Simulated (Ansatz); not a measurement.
BN in the h-BN type structure (space group P6_3/mmc, No. 194; layered, stacked along the Cartesian z axis)

```
CELL_PARAMETERS angstrom
      2.50045     0.00000     0.00000
     -1.25023     2.16545     0.00000
      0.00000     0.00000     6.41121
ATOMIC_POSITIONS crystal
  B  0.33333 0.66667 0.25000
  B  0.66667 0.33333 0.75000
  N  0.33333 0.66667 0.75000
  N  0.66667 0.33333 0.25000
```

The values are results of PBEsol-D3(BJ) (Ansatz, a first-principles code, PAW, no spin-orbit coupling), not measurements. Settings: 15×15×5 k-points, 0.05 eV Fermi–Dirac smearing.

* **Volume per atom**: 8.68 Å³
* **Density**: 2.37 g/cm³
* **Band gap**: 4.08 eV, indirect, k = (0.267, 1/3, 0) in the run's primitive reciprocal basis → M
* **Total energy**: -266.990 eV/atom (σ→0; compares only within this code and set-up)

Whether these cells are dynamically stable was not tested.
